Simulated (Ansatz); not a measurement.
Input:

End structure of Cl on the 1x1 (111) surface of fcc Au (the real clean face reconstructs), one in a 2x2 cell, started at the site 'bridge Au-Au (span 2.9 Å)':

```yaml
crystal:
  lattice:
    - [5.87918, 0.00000, 0.00000]
    - [-2.93959, 5.09152, 0.00000]
    - [0.00000, 0.00000, 26.50000]
  atoms:
    - { symbol: Au, position: [0.16667, 0.33333, 0.36414] }
    - { symbol: Au, position: [0.16667, 0.83333, 0.36414] }
    - { symbol: Au, position: [0.66667, 0.33333, 0.36414] }
    - { symbol: Au, position: [0.66667, 0.83333, 0.36414] }
    - { symbol: Au, position: [0.33333, 0.16667, 0.45529] }
    - { symbol: Au, position: [0.33333, 0.66667, 0.45529] }
    - { symbol: Au, position: [0.83333, 0.16667, 0.45529] }
    - { symbol: Au, position: [0.83333, 0.66667, 0.45529] }
    - { symbol: Au, position: [0.99664, 0.99832, 0.54474] }
    - { symbol: Au, position: [0.00087, 0.50043, 0.54761] }
    - { symbol: Au, position: [0.49406, 0.99925, 0.54414] }
    - { symbol: Au, position: [0.49406, 0.49482, 0.54414] }
    - { symbol: Au, position: [0.14524, 0.33070, 0.63778] }
    - { symbol: Au, position: [0.14524, 0.81454, 0.63778] }
    - { symbol: Au, position: [0.64771, 0.32385, 0.63433] }
    - { symbol: Au, position: [0.64728, 0.82364, 0.63194] }
    - { symbol: Cl, position: [0.20405, 0.10203, 0.71599] }
```

Slab: 17 atoms, 7.2 Å thick at the start under the adsorbate (thin: gaps and levels are the slab's own); k 6x6x1, smearing 0.1 eV, dipole-corrected; 8 atoms held, the rest relaxed; symmetry of the start imposed; no spin, no spin-orbit, no U, no dispersion correction. At the end it is bonded to 2 Au. In PBE it is, or lies within 0.03 eV of, the lowest of the starts that converged.

A negative adsorption energy means that the adsorbate is more stable on the surface than in its reference.

### Question
Predict the adsorption energy against ½ Cl2(g) from Ansatz (a program for electronic structure) with PBE.

### Answer
-0.88 eV

### Question
Predict the change of the work function from PBE.

### Answer
0.84 eV

### Question
What work function of the top face does PBE give?

### Answer
5.96 eV

### Question
What is the computed change of the step from the bottom to the top vacuum level, against the clean slab (PBE)?

### Answer
0.80 eV
